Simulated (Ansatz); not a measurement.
**Habitual settings against a tight run: Zr3Sn (Pm-3n, 8 atoms in the cell)**

Self-consistent single point.

```
CELL_PARAMETERS angstrom
      5.65171     0.00000     0.00000
      0.00000     5.65171     0.00000
      0.00000     0.00000     5.65171
ATOMIC_POSITIONS crystal
  Zr 0.50000 0.25000 0.00000
  Zr 0.50000 0.75000 0.00000
  Zr 0.25000 0.00000 0.50000
  Zr 0.75000 0.00000 0.50000
  Zr 0.00000 0.50000 0.25000
  Zr 0.00000 0.50000 0.75000
  Sn 0.50000 0.50000 0.50000
  Sn 0.00000 0.00000 0.00000
```

Computed with r2SCAN, PAW files made with PBE (plane waves; Ansatz, a first-principles code).

Base settings: basis.ecutwfc = 500 eV; kpoints.mp_grid.grid = 5 5 5; hamiltonian.xc = r2scan; hamiltonian.pseudopotentials = {kind: paw} (the program's default PAW files); scf.occupations.method = methfessel_paxton; scf.occupations.width = 0.136 eV.

Tight run (finer mesh or higher cutoff; not a proven limit): basis.ecutwfc: 500 eV → 700 eV; kpoints.mp_grid.grid: 5 5 5 → 7 7 7; scf.convergence.dr2_threshold: default (1e-07 eV) → 1e-09 eV. It gave Fermi level (on the code's own zero) 14.16 eV; pressure -0.90 GPa.

Quick runs, as changes from the base:
- A: the base itself
- B: basis.ecutwfc: 500 eV → 250 eV; kpoints.mp_grid.grid: 5 5 5 → 6 6 6; hamiltonian.xc: r2scan → lda; scf.occupations.method: methfessel_paxton → fermi_dirac; scf.occupations.width: 0.136 eV → 0.5 eV [LDA (PW92)]
- C: basis.ecutwfc: 500 eV → 210 eV; kpoints.mp_grid.grid: 5 5 5 → 4 4 4; hamiltonian.xc: r2scan → lda; scf.occupations.method: methfessel_paxton → fermi_dirac; scf.occupations.width: 0.136 eV → 0.5 eV; scf.convergence.dr2_threshold: default (1e-07 eV) → 0.001 eV [LDA (PW92)]
- D: basis.ecutwfc: 500 eV → 350 eV; kpoints.mp_grid.grid: 5 5 5 → 4 4 4; kpoints.mp_grid.shift: default → 0.5 0.5 0.5; scf.convergence.dr2_threshold: default (1e-07 eV) → 0.001 eV

Energies are extrapolated to zero smearing width, which holds to low order in the width alone.

Dashes: energy of B, C, another energy zero; count of B, C, another kind of functional, whose work the count does not hold.

† marks runs with another functional, U, potentials or spin treatment: their distance from the tight run is not a convergence error alone.

The count of work is k-points × plane waves × bands × iterations; it is no time. 

Pressures in the table are Ansatz's without its Pulay estimate, at a fixed set of plane waves; the tight run's value above holds the estimate.

The starting cell comes from a database of computed structures (which also holds hypothetical and non-ambient phases and stackings), without a prior relaxation at this level. Its lattice was rescaled by a random factor within 2.5 % of one.

```
run  energy less tight (meV/atom)  pressure less tight (GPa)  count of work / tight
---  ----------------------------  -------------------------  ---------------------
A                            -2.5                      -0.09                   0.27
B†                              –                     -13.46                      –
C†                              –                     -46.55                      –
D                            14.7                      -0.02                  0.040
```

Among the runs at the tight run's level, the energy misses run from 2.5 to 14.7 meV/atom.

Left out of this page: 2 runs of the series outside the window shown, repeating another row's setting, or not comparable.

Keys are those of Ansatz 0.2.
